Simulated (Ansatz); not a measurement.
Results of LDA in Ansatz (plane waves, PAW) for WIr (model structure, Fm-3m, No. 225, 2 atoms in the cell).

Numerical settings: plane-wave cutoff 520 eV, 20×20×20 k mesh, Fermi–Dirac smearing 0.05 eV, no spin polarisation, scalar-relativistic PAW data made under PBE.

Cell (relaxed at this level):

```yaml
crystal:
  lattice:
    - [0.00000, 2.55838, 2.55838]
    - [2.55838, 0.00000, 2.55838]
    - [2.55838, 2.55838, 0.00000]
  atoms:
    - { symbol: Ir, position: [0.00000, 0.00000, 0.00000] }
    - { symbol: W, position: [0.50000, 0.50000, 0.50000] }
```

What does this level give for the bulk modulus B0?


- bulk modulus B0 = 280 GPa

Note: the run has no spin polarisation, so it can have missed a magnetic state; the bulk modulus is −V dP/dV from two relaxed cells at ±2 % in volume; the relaxation could raise the start's symmetry but not lower it, so the cell can be a saddle point.

Spin–orbit coupling is not included.

Cost on a shared machine: around 60 core-seconds (rough).

A model structure was made by putting elements into a prototype or built by hand; it is no filed structure, need not be a known phase, and can be a saddle point held by its symmetry.

Ansatz is an electronic-structure program.
